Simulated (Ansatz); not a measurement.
## HgI2 in the 2H-MoS2 type structure (space group P6_3/mmc, No. 194; a hypothetical phase, not in the database extracts checked)

```xyz
6
Lattice="4.1661 0.0000 0.0000 -2.0831 3.6080 0.0000 0.0000 0.0000 14.1833" Properties=species:S:1:pos:R:3 pbc="T T T"
Hg     0.0000     2.4053     3.5458
Hg     2.0831     1.2027    10.6375
I      0.0000     2.4053     8.7247
I      2.0831     1.2027     1.6331
I      2.0831     1.2027     5.4586
I      0.0000     2.4053    12.5503
```

Computed with PBE-D3(BJ) (Ansatz, a program for electronic structure), no SOC. Settings: 9×9×3 k-points, 0.05 eV Fermi–Dirac smearing.

```json
{
 "volume_per_atom": "35.53 Å³",
 "density": "7.08 g/cm³",
 "band_gap": "0.34 eV, indirect, K–Γ (38 % along) → M",
 "total_energy": "-9613.534 eV/atom (σ→0; compares only within this code and set-up)"
}
```

Spin-orbit coupling, missing from the scalar runs, can matter with Hg and I. Stability against distortions was not tested.
